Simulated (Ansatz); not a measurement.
By hand: formation energy of the neutral W_i in Si3N4 (P6₃/m)

Consider the formation energy of the neutral W_i in Si3N4 (P6₃/m). Reaction: 16 Si3N4 (P6₃/m) + W (bcc) → cell A.

A: a supercell of 112 sites of Si3N4 (P6₃/m) with W off the lattice sites (6 N at 2.42 Å and 6 Si at 2.78 Å); spin state with PBE: run without spin.

Ansatz (a quantum-chemistry and plane-wave program) with PAW potentials; structures come from PBE relaxations, nuclei static, no net charge. Ansatz runs with its default PAW set. Other levels take these structures. The lattices are those relaxed with PBE, so at other levels the solids can be strained, which adds to the spread. Larger cells are relaxed from a start prepared with the learned potential CHGNet, on a coarser mesh till forces fall under 0.03 eV/Å, which some starts already meet. A dispersion term (D3(BJ), or D4 for r2SCAN) was computed beside these levels and is taken off wherever the name lacks it. The PAW files were made for PBE and serve at the other functionals too. Space groups of crystals are read within 0.01 Å. Spin-orbit coupling is left out. The d electrons get no Hubbard U. Mesh and cell size may move defect energies by 0.1 eV or more. The value holds for the reservoirs listed; other chemical potentials shift it. Cell A has symmetry P-3 within 0.02 Å and got no random move, so less symmetric positions, which may lie lower, weren't tried.

Total energies of the cells in eV, at zero smearing width. They compare only within one column; the weights balance every element.

```json
[
 {"cell": "A: Si3N4:W_i", "atoms": "113", "weight": "+1", "PBE": "-65591.42150", "PBEsol": "-64439.34926"},
 {"cell": "Si3N4 (P6₃/m)", "atoms": "112", "weight": "−1", "PBE": "-55214.47725", "PBEsol": "-54190.20671"},
 {"cell": "W (bcc)", "atoms": "1", "weight": "−1", "PBE": "-10384.82305", "PBEsol": "-10256.55375"}
]
```

PBE: (-65591.42150) − (-55214.47725) − (-10384.82305) = 7.879 eV.

PBEsol: (-64439.34926) − (-54190.20671) − (-10256.55375) = 7.411 eV.
